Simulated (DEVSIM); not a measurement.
System: abrupt GaAs p-n junction, at 400 K.

Layer 1 from the left is GaAs, thickness (μm) 0.0870, Na (cm⁻³) 3.2e16, τn (s) 2e-8, τp (s) 2e-8. Layer 2 from the left is GaAs, thickness (μm) 0.760, Nd (cm⁻³) 8.8e15, τn (s) 2e-8, τp (s) 2e-8.

Left contact: ohmic. Right contact: ohmic. Voltage is applied to the left contact. Recombination: SRH at mid-gap, Auger. Mobility is constant in doping.

The device is made up for the run: typed textbook-type constants, with dimensions and the other settings drawn at random. Values at 300 K; Nc and Nv go as T^1.5, mobilities as T to minus their exponent, the gap by Varshni's rule with the affinity fixed.

GaAs: gap (eV) 1.424, affinity (eV) 4.07, permittivity 12.9, Nc (cm⁻³) 4.7e17, Nv (cm⁻³) 9e18, μn (cm²/Vs) 8500, μp (cm²/Vs) 400, T exponent of μn 2.1, T exponent of μp 2.2, Cn (cm⁶/s) 1e-30, Cp (cm⁶/s) 1e-30, Varshni α (eV/K) 0.000541, Varshni β (K) 204.

Simulated with DEVSIM: 1D drift-diffusion, Boltzmann statistics, complete ionisation; no tunnelling, impact ionisation, image-force lowering or self-heating.

Q: What does the simulation give for the potential step across the device at zero bias, the dark forward voltage at 1 A/cm²?

A: potential step across the device at zero bias 1.016 V; dark forward voltage at 1 A/cm² 0.640 V.
